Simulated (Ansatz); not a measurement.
**Pressure series in Ge**

Consider Ge in the diamond structure (space group Fd-3m, No. 227; a = 5.6744 Å).

Cell and atoms are relaxed at each pressure.

Level of theory: Ansatz (a first-principles code), r2SCAN, PAW, cutoff 500 eV, no spin-orbit coupling.

| pressure (GPa) | volume per atom (Å³/atom) |
|---|---|
| -2 | 23.549 |
| -1 | 23.175 |
| 0 | 22.838 |
| 0.9 | 22.563 |
| 2.1 | 22.220 |
| 4.5 | ? |
| 9 | 20.673 |
| 15 | 19.692 |
| 30 | 17.957 |

Fit the third-order Birch–Murnaghan form P(V) = (3B₀/2)[(V₀/V)^(7/3) − (V₀/V)^(5/3)]·[1 + (3/4)(B₀′ − 4)((V₀/V)^(2/3) − 1)] (squares taken in P) to the rows shown and predict the withheld row.

Least squares on the printed values gives V₀ = 22.844 Å³/atom, B₀ = 71.8 GPa, B₀′ = 4.5; this predicts 21.616 Å³/atom, and the run gives 21.612 Å³/atom, 0.004 lower.

Measured bulk modulus of Ge: 77.3 GPa (static lattice; corrected from measurement; as listed in Tanner et al., arXiv (2021)); the computed value is 7 % below it.

Load acts through the strain it causes; cell and atoms are relaxed under it. Stability against distortions was not tested. Measured, Ge leaves this structure (for the β-tin structure) near 10.6 GPa (room temperature; as listed in arXiv:1906.07825).
